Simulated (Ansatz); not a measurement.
Phonon-limited resistivity of Ti2CS (P6_3/mmc) against temperature in μΩ·cm, PBEsol, DFPT electron-phonon coupling, linearised Boltzmann equation in Ansatz (a first-principles code), harmonic crystal at a fixed cell. x, y and z are the axes of this cell:
```yaml
crystal:
  lattice:
    - [3.16571, 0.00000, 0.00000]
    - [-1.58286, 2.74159, 0.00000]
    - [0.00000, 0.00000, 11.14241]
  atoms:
    - { symbol: Ti, position: [0.33333, 0.66667, 0.40027] }
    - { symbol: Ti, position: [0.66667, 0.33333, 0.59973] }
    - { symbol: Ti, position: [0.66667, 0.33333, 0.90027] }
    - { symbol: Ti, position: [0.33333, 0.66667, 0.09973] }
    - { symbol: C, position: [0.00000, 0.00000, 0.50000] }
    - { symbol: C, position: [0.00000, 0.00000, 0.00000] }
    - { symbol: S, position: [0.66667, 0.33333, 0.25000] }
    - { symbol: S, position: [0.33333, 0.66667, 0.75000] }
```

| T | ρ (x, y) | ρ (z) |
|---|---|---|
| 77 K | 0.44 | 0.52 |
| 100 K | (withheld) | 1.35 |
| 150 K | (withheld) | 4.4 |
| 200 K | 7.3 | 8.2 |
| 250 K | 11.0 | 12.4 |
| 273 K | 12.8 | 14.4 |
| 300 K | 14.8 | 16.7 |

Task: Some entries are withheld; supply them.

Result: 
- 100 K, ρ (x, y): 1.18
- 150 K, ρ (x, y): 3.9

A metal at this level (no band gap). Only scattering by harmonic phonons is included (no impurities, grain boundaries, electron-electron scattering or thermal expansion). Spin-orbit coupling is left out. Halving the electron mesh (32x32x8) moves the resistivity by up to 14 %. Smearing 0.20 eV; phonons on a 5x5x2 q mesh, which this run doesn't test and which matters most at low temperature.

Formula and space group known from diffraction (Crystallography Open Database), not checked to be the room-temperature form: Ti2CS (P6_3/mmc).
